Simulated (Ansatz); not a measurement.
The starting structures come from a database of crystals and need not be the phases stable at ambient conditions.

 Where the default PAW files enter, the runs use the earlier of Ansatz's two default sets.

The decay constant κ of evanescent states in the gap governs leakage through a thin film.

Given:

```
CELL_PARAMETERS angstrom
      4.94224     0.00000     0.00000
     -2.47112     4.28011     0.00000
      0.00000     0.00000    10.95551
ATOMIC_POSITIONS crystal
  Al 0.00000 0.46561 0.33333
  Al 0.53439 0.53439 0.66667
  Al 0.46561 0.00000 0.00000
  P  0.00000 0.46571 0.83333
  P  0.53429 0.53429 0.16667
  P  0.46571 0.00000 0.50000
  O  0.58495 0.84400 0.11682
  O  0.15600 0.74095 0.45015
  O  0.25905 0.41505 0.78349
  O  0.74095 0.15600 0.88318
  O  0.41505 0.25905 0.54985
  O  0.84400 0.58495 0.21651
  O  0.70635 0.12267 0.39729
  O  0.87733 0.58368 0.73062
  O  0.41632 0.29365 0.06396
  O  0.58368 0.87733 0.60271
  O  0.29365 0.41632 0.26938
  O  0.12267 0.70635 0.93604
```

Space group of this cell: P3_121. The cell is taken as given; by PBEsol its mean pressure is 3.6 GPa.

Transport runs along the normal of the first two printed cell vectors, the (001) plane of the conventional cell.

No gap correction and no spin-orbit coupling; mid-gap values are interpolated between computed energies.

Give the band gap and the smallest decay constant κ at mid-gap that PBEsol (Ansatz, an electronic-structure program) yields.

Gap 5.80 eV on a 12×12×4 mesh; κ = 0.497 1/Å, at the zone centre.
